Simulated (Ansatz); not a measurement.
Amorphous Hf18O39Sc2, 59 atoms at 8.79 g/cm³, one PBE-relaxed geometry, zone centre. Methods: PBE, scalar-relativistic without spin-orbit coupling (Ansatz, a first-principles code); r2SCAN, scalar-relativistic without spin-orbit coupling (Ansatz); HSE06, scalar-relativistic without spin-orbit coupling (Ansatz). Plane waves to 420 eV (r2SCAN 500 eV); exact exchange is cut at the cell's faces. At PBE the levels at the filled edge of the gap are localised (band-tail or defect states). All rungs ran without spin polarisation.

The cell was made by melting and quenching with the CHGNet potential and then relaxed with DFT. O atoms were pushed apart under 1.9 Å during the dynamics, to hinder bonds among them. The hot cell started wider than the set density and was brought back towards it in steps. It is the lowest in DFT energy of 2 quenches. It is a model cell: composition and starting density were chosen by hand, and all elements were melted together. No dispersion term was used. Its density started from a set value of 8.55 and ended at 8.79 g/cm³. The quench (nominally 450 K/ps over its main leg) was far faster than any real one, so the model tends to hold more defects than a real film. Values belong to this one cell and scatter from quench to quench. Volume and shape were free in the relaxation. On a 2×2×2 Γ-centred mesh force components of up to 0.13 eV/Å stay, since the relaxation ran on the zone centre alone.

The relaxation ran on the zone centre alone. At PBE the level gap is 3.52 eV on a 2×2×2 Γ-centred mesh, and the spacing at the zone centre alone 3.59 eV.

Q: What zone-centre spacing does r2SCAN give, roughly?

A: 4.03 eV (+0.44 eV against PBE).

Q: What zone-centre spacing does HSE06 give, roughly?

A: 5.13 eV (+1.54 eV against PBE).

The highest filled and the lowest empty state spread over these numbers of atoms (participation numbers): PBE: 3.4 and 19.5; r2SCAN: 3.2 and 20.8; HSE06: 3.2 and 32.4.
